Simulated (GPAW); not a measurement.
GPAW run on ScAu2 (P1, 3 atoms in the cell): self-consistent single point.

Method of the run: PBEsol, GPAW PAW datasets PBEsol (made by gpaw-setup) (plane waves; GPAW).

```
ScAu2
1.0
   -1.77209     1.77209     4.38851
    1.77209    -1.77209     4.38851
    1.77209     1.77209    -4.38851
Sc Au
1 2
Direct
  0.00283   0.00434   0.00551
  0.65758   0.66121   0.99910
  0.33959   0.33445   0.99540
```

Reference input (self-consistent single point, DFT LDA (Perdew-Wang 92), plane waves, GPAW PAW datasets LDA (gpaw-data 1.0.1)): mode = pw; ecut = 850 eV; xc = LDA; kpts = 6 6 7; mesh shift (steps) = 0 0 0; occupations.name = fermi-dirac; occupations.width = 0.1 eV; nbands = -7; convergence.forces = 0.001 eV/Å; symmetry.symmorphic = false; symmetry.tolerance = 0.0005; maxiter = 150. This run's input differs from it in these lines:

```diff
@@ -14,3 +14,3 @@
 calc = GPAW(mode={'name': 'pw', 'ecut': 850},
-            xc='LDA',
+            xc='PBEsol',
             kpts={'size': (6, 6, 7), 'gamma': True},
```

Its files differ too (potentials: GPAW PAW datasets PBEsol (made by gpaw-setup)).

The program printed (abridged):

```
     iter     time        total  log10-change:
                         energy   eigst   dens  force
iter:   1 --:--:--   -17.448889
iter:   2 --:--:--   -16.846172   -0.55  -1.21
iter:   3 --:--:--   -15.536076   -0.59  -1.25
iter:   4 --:--:--   -15.460578   -1.61  -1.58
iter:   5 --:--:--   -15.317896   -1.46  -1.66
iter:   6 --:--:--   -15.336971   -1.89  -2.07
iter:   7 --:--:--   -15.321803   -2.61  -2.22
iter:   8 --:--:--   -15.310012   -2.94  -2.40
iter:   9 --:--:--   -15.309498c  -3.09  -2.67
iter:  10 --:--:--   -15.308360c  -3.40  -2.77
iter:  11 --:--:--   -15.308465c  -4.09  -3.33
iter:  12 --:--:--   -15.308461c  -4.91  -3.35
iter:  13 --:--:--   -15.308472c  -4.78  -3.38
   [... 3 lines left out ...]
iter:  17 --:--:--   -15.308437c  -5.79  -3.63
iter:  18 --:--:--   -15.308442c  -6.36  -3.69
iter:  19 --:--:--   -15.308422c  -5.74  -3.65
iter:  20 --:--:--   -15.308393c  -5.46  -3.79
iter:  21 --:--:--   -15.308377c  -5.80  -4.02c
iter:  22 --:--:--   -15.308374c  -6.37  -4.14c
iter:  23 --:--:--   -15.308369c  -6.40  -4.17c
iter:  24 --:--:--   -15.308369c  -6.83  -4.35c
iter:  25 --:--:--   -15.308368c  -6.57  -4.45c
iter:  26 --:--:--   -15.308368c  -7.61c -4.89c
iter:  27 --:--:--   -15.308368c  -8.20c -4.92c -3.57c
Converged after 27 iterations.

Dipole moment: (-0.025445, 0.077279, -0.657611) |e|*Ang

Energy contributions relative to reference atoms: (reference = -1053675.407072)

Kinetic:        -35.314544
Potential:      +28.781919
External:        +0.000000
XC:              -9.327434
Entropy (-ST):   -0.029346
Local:           +0.566364
SIC:             +0.000000
--------------------------
Free energy:    -15.323041
Extrapolated:   -15.308368

Showing only first 2 kpts
 Kpt  Band  Eigenvalues  Occupancy
  0    14      5.58635    2.00000
  0    15      7.98744    1.99971
  0    16     10.05671    0.00001
  0    17     10.19278    0.00000

  1    14      5.59312    2.00000
  1    15      8.37015    1.98686
  1    16      9.78813    0.00021
  1    17      9.97265    0.00003

Fermi level: 8.87199

No gap
No difference between direct/indirect transitions
Energy (eV): -15.308368

Forces in eV/Ang:
  0 Sc   -0.10274   -0.05894   -0.06685
  1 Au   -0.00938    0.05512    0.37308
  2 Au    0.11240    0.00399   -0.30613

Stress tensor:
     0.018558     0.000222    -0.000188
     0.000222     0.018418    -0.000392
    -0.000188    -0.000392     0.015504
Stress (GPa, Voigt): [ 2.9733  2.9508  2.484  -0.0627 -0.0301  0.0356]
```

The run converged in 27 iterations. GPAW prints stress with tension positive. Against the reference run the pressure goes from -6.72 to -2.80 GPa and the largest force goes from 0.321 to 0.377 eV/Å.

The starting cell comes from a database of computed structures (which also holds hypothetical and non-ambient phases and stackings), without a prior relaxation at this level. Its atoms were displaced at random from the sites of space group no. 139.

Cost on one core of a shared machine: roughly 5 min.
